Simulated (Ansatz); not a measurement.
The parent structure is SiO₂ in the rutile structure (space group P4_2/mnm, No. 136).

```xyz
6
Lattice="4.1549 0.0000 0.0000 0.0000 4.1549 0.0000 0.0000 0.0000 2.6615" Properties=species:S:1:pos:R:3 pbc="T T T"
Si     0.0000     0.0000     0.0000
Si     2.0774     2.0774     1.3307
O      1.2697     1.2697     0.0000
O      3.3471     0.8078     1.3307
O      0.8078     3.3471     1.3307
O      2.8852     2.8852     0.0000
```

Cartesian axes are those of the cell as printed.

Level of theory: DFT with LDA, PAW potentials and a 420 eV plane-wave cutoff in Ansatz (a program for electronic structure), without spin-orbit coupling.

One thing is altered: the cell is stretched by 2.40 % along x with no lateral relaxation, atoms relaxed at fixed cell.

Q: Predict the stress tensor and what it implies for the stiffness.

A: Stress of the strained cell less that of the base (GPa, compression positive):
```
 -10.15    0.00    0.00
   0.00   -4.59    0.00
   0.00    0.00   -4.52
```

Then −Δσ_ii/ε with ε = 0.0240 gives secant stiffness values (nonlinear terms included at this strain): C11 ≈ 423 GPa, C12 ≈ 191 GPa and C13 ≈ 188 GPa.

As a check, the harmonic strain energy −½ V₀ Δσ:ε is 5.8 meV/atom; the computed energy rise is 6.0 meV/atom.

Whether these cells are dynamically stable was not tested.
